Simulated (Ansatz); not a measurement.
# Hypothetical zinc blende SbAs, pressure series

Take SbAs in the zinc blende structure (space group F-43m, No. 216; a = 6.488 Å; a hypothetical phase, not in the database extracts checked) as the base.

Cell and atoms are relaxed at each pressure.

Level of theory: Ansatz (a first-principles code) r2SCAN, no SOC.

| pressure (GPa) | volume per atom (Å³/atom) |
|---|---|
| -1 | 35.021 |
| 0 | 34.140 |
| 1.8 | ? |
| 4.2 | 31.297 |
| 9 | 29.086 |
| 18 | 26.318 |
| 30 | 23.864 |
| 45 | 21.810 |
| 60 | 20.327 |

Fit the third-order Birch–Murnaghan form P(V) = (3B₀/2)[(V₀/V)^(7/3) − (V₀/V)^(5/3)]·[1 + (3/4)(B₀′ − 4)((V₀/V)^(2/3) − 1)] (squares taken in P) to the rows shown and predict the withheld row.

Least squares on the printed values gives V₀ = 34.128 Å³/atom, B₀ = 41.1 GPa, B₀′ = 4.0; this predicts 32.776 Å³/atom, and the run gives 32.787 Å³/atom, 0.011 higher.

Load acts through the strain it causes; cell and atoms are relaxed under it. Whether these cells are dynamically stable was not tested. No other phases were tried under pressure. The final runs are not spin-polarised.
